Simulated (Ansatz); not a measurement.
The reference is TiO$_{2}$ in the anatase structure (space group I4_1/amd, No. 141; a = 3.7988 Å, c = 9.7007 Å). Axes: x, y, z lie along a, b, c of the conventional cell.

It is then changed as follows: uniaxial strain ε_zz = +1.20 %, all other strain components held at zero; the atoms relax in the strained cell.

All numbers come from Ansatz (a quantum-chemistry and plane-wave program), PBE, PAW, cutoff 420 eV, no spin-orbit coupling.

Base, band edges from the VBM (valence, conduction): M -0.10, 2.45; G -0.09, 3.21; R -0.09, 3.21; X -0.05, 3.23; Γ -0.42, 2.13; S₀ -0.82, 3.20; S -0.82, 3.20; N -0.64, 3.20; P -0.25, 3.46 eV.

Q: Give the band edges at the high-symmetry points of the new zone, measured from its valence-band maximum.

A: 
```tsv
point	valence edge (eV)	conduction edge (eV)
Γ	-0.38	2.15
X	-0.06	3.18
P	-0.25	3.40
N	-0.64	3.21
M	-0.08	2.46
S	-0.78	3.22
S₀	-0.78	3.22
R	-0.09	3.16
G	-0.09	3.16
```

The gap is 2.15 eV, indirect, Γ–X (87 % along) → Γ.

Stability against distortions was not tested. All final runs are without spin polarisation.
